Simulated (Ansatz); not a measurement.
Worked example: self-consistent single point of Cr₂SbAs (P-6m2, 4 atoms in the cell) in Ansatz (a first-principles code).

Level of theory: PBEsol, default PAW files made with PBE (plane waves; Ansatz).

```
CELL_PARAMETERS angstrom
      3.75300     0.00000     0.00000
     -1.87650     3.25020     0.00000
      0.00000     0.00000     5.78054
ATOMIC_POSITIONS crystal
  Cr 0.66667 0.33333 0.73390
  Cr 0.66667 0.33333 0.26610
  Sb 0.00000 0.00000 0.00000
  As 0.33333 0.66667 0.50000
```
Moments meant for the start (each program seeds them in its own way; μB, in the order of the atoms Cr Cr Sb As): 3.0 3.0 0.0 0.0.

Reference input (self-consistent single point, DFT, PBEsol, plane waves, default PAW files made with PBE): basis.ecutwfc = 420 eV; kpoints.mp_grid.grid = 10 10 6; hamiltonian.xc = pbesol; hamiltonian.pseudopotentials = {kind: paw} (the program's default PAW files); magnetization.spin_polarized = true; scf.occupations.method = fermi_dirac; scf.occupations.width = 0.05 eV. This run's input differs from it in these lines:

Ansatz 0.2 input:
```diff
@@ -11,3 +11,3 @@
 basis:
-  ecutwfc: 420.0
+  ecutwfc: 630.0
 kpoints:
```

Output, abridged:

```
SCF iter   1: F=—  HF=-17921.852891 eV  |F-HF|=—  |Δ(HF+E_count)|=         —  Δρ=9.47e-2 (↑9.47e-2 ↓3.26e-2)  dr2=1.04e1  dr2_m=9.86e-1  M=4.081 μB ∫|m|=4.384 μB  β_m=0.30  ethr=3.10e-3  ⟨swp⟩=6.2  Hψ=16164  notcnv=0  defer=1
Mixer restart at iter 1: flushing history
all-band conjugate gradients solve this SCF's bands
preconditioner: auto → Kerker (q_TF=auto, 2.641 Å⁻¹)
   [... lines left out ...]
SCF iter  12: F=—  HF=-17919.314381 eV  |F-HF|=—  |Δ(HF+E_count)|=   2.54e-8  Δρ=3.57e-6 (↑3.14e-6 ↓3.57e-6)  dr2=8.08e-9  dr2_m=5.97e-9  M=5.002 μB ∫|m|=5.708 μB  β_m=0.94  ethr=2.67e-10  ⟨swp⟩=2.0  Hψ=5985  notcnv=0  defer=218
SCF iter  13: F=-17919.314381 eV  HF=-17919.314382 eV  |F-HF|=4.89e-9  |Δ(HF+E_count)|=   8.14e-9  Δρ=1.24e-6 (↑1.06e-6 ↓1.24e-6)  dr2=6.47e-9  dr2_m=8.85e-11  M=5.002 μB ∫|m|=5.708 μB  ethr=1.39e-11  ⟨swp⟩=7.5  Hψ=15651  notcnv=0
SCF 1 converged in 13 iterations: F = -17919.314381 eV  dr2 = 6.47e-9
WARN: an SCF from antiferromagnetic starting moments (-3.00, 3.00, 0.00, 0.00 Bohr magnetons, atom by atom) was not made, by what the run has read of turns of …
Magnetization: 5.0016 μB (31.5008 up, 26.4992 down)
   [... lines left out ...]
Absolute magnetization: 5.7068 μB (∫|ρ↑−ρ↓|, with the PAW one-centre terms)
Free energy (F): -17919.314381 eV
Fermi energy:    13.896185 eV
   [... lines left out ...]
  atom   4  As     0.00000000     0.00000000     0.00000000
--- Stress (GPa, compression-positive) ---
       -1.563252      -0.000000       0.000000
       -0.000000      -1.563252       0.000000
        0.000000       0.000000      -2.407613
  P = ⅓ Tr σ = -1.8447 GPa (-18.447 kbar)
  The stress holds the Pulay correction. Without it, at fixed plane waves, as pw.x and ABINIT print it: P = -1.8503 GPa
```

The run converged in 13 iterations. Against the reference run the free energy falls by 1.6 meV/atom, the pressure hardly changes (-1.82 to -1.84 GPa), the largest force stays at 0.138 eV/Å and the size of the net moment stays at 1.25 μB/atom.

The starting cell comes from a database of computed structures (which also holds hypothetical and non-ambient phases and stackings), without a prior relaxation at this level. Its lattice was rescaled by a random factor within 2.5 % of one. The magnetic order is the one reached from the typed start; others were not searched systematically. The program warned that, by what it read of turns of the moments, another magnetic order lies lower. Ansatz's pressure includes its estimate of the finite-basis (Pulay) stress.

Cost on one core of a shared machine: roughly 30 s.
